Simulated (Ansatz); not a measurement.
An Ansatz (a program for electronic structure) input (Kohn–Sham DFT with the PBEsol functional, run in Ansatz with PAW and 420 eV plane waves, scalar-relativistic without spin-orbit coupling):

Ansatz 0.2 input:
```yaml
crystal:
  lattice:
    - [5.7729894299, 0, 0]
    - [0, 6.429417207, 0]
    - [0, 0, 3.1189590451]
  atoms:
    - { symbol: Fe, position: [0, 0, 0] }
    - { symbol: Fe, position: [0.5, 0.5, 0.5] }
    - { symbol: Sb, position: [0.1909788209, 0.3535465876, 0] }
    - { symbol: Sb, position: [0.8090211791, 0.6464534124, 0] }
    - { symbol: Sb, position: [0.3090211791, 0.8535465876, 0.5] }
    - { symbol: Sb, position: [0.6909788209, 0.1464534124, 0.5] }
basis: { ecutwfc: 420, ecutrho_ratio: 4, xc_grid: 2, fft_grid_basis: typed }
kpoints: { mp_grid: { grid: [8, 7, 15] } }
hamiltonian:
  xc: pbesol
  dispersion: none
  pseudopotentials: { kind: paw }
scf: { occupations: { method: fermi_dirac, width: 0.05 }, convergence: { dr2_threshold: 0.0000000006 } }
output: { forces: true, stress: true }
```

Which symmetry and how many k-points will the program report, and about how many plane waves at Γ?

Space group Pnnm (ITA 58) with 8 operations, k-points 160 of 840, and 2273 plane waves at Γ.

Stability against distortions was not tested. Starting moments died away, wholly or in part, for the base; another magnetic solution may exist. The base started in Pnn2 and relaxed to Pnnm at this level. All final runs are without spin polarisation. The cell is FeSb2 (space group Pnnm, No. 58; non-magnetic).
